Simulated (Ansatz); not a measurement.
Start from NiO in the rock salt structure (space group Fm-3m, No. 225; a = 4.117 Å; ferromagnetic).

Structures relaxed with Ansatz (an electronic-structure program) PBEsol, scalar-relativistic without spin-orbit coupling, earlier PAW set.

Base:

Simulated powder pattern, Mo Kα, λ = 0.71073 Å (kinematic, ideal powder, no thermal factors, no anomalous dispersion; the 10 strongest lines at most, above 2 %, up to 2θ = 40°):

```json
[
 {"2θ (°)": "17.20", "I/Imax (%)": "73", "hkl": "(111)"},
 {"2θ (°)": "19.88", "I/Imax (%)": "100", "hkl": "(200)"},
 {"2θ (°)": "28.26", "I/Imax (%)": "64", "hkl": "(220)"},
 {"2θ (°)": "33.27", "I/Imax (%)": "32", "hkl": "(311)"},
 {"2θ (°)": "34.79", "I/Imax (%)": "20", "hkl": "(222)"}
]
```

After one change:

Simulated powder pattern, Mo Kα, λ = 0.71073 Å (kinematic, ideal powder, no thermal factors, no anomalous dispersion; the 10 strongest lines at most, above 2 %, up to 2θ = 40°):

```
2θ (°)  I/Imax (%)
------  ----------
17.29           74
19.99          100
28.42           64
33.45           32
34.99           20
```

Q: Name the change that was made.
A. pressure 0.7 GPa
B. pressure 0.3 GPa
C. pressure 3 GPa
D. pressure −1 GPa

A: C, pressure 3 GPa. Its volume per atom is 8.59 Å³ against 8.72 Å³, and its space group is Fm-3m (No. 225).

Load acts through the strain it causes; cell and atoms are relaxed under it. Whether these cells are dynamically stable was not tested. No Hubbard U is applied and the magnetic state is the run's own (NiO ferromagnetic); other magnetic orders, which need larger cells, were not tried and can change the gap. In its common phase, real NiO is an antiferromagnetic insulator at low temperature.
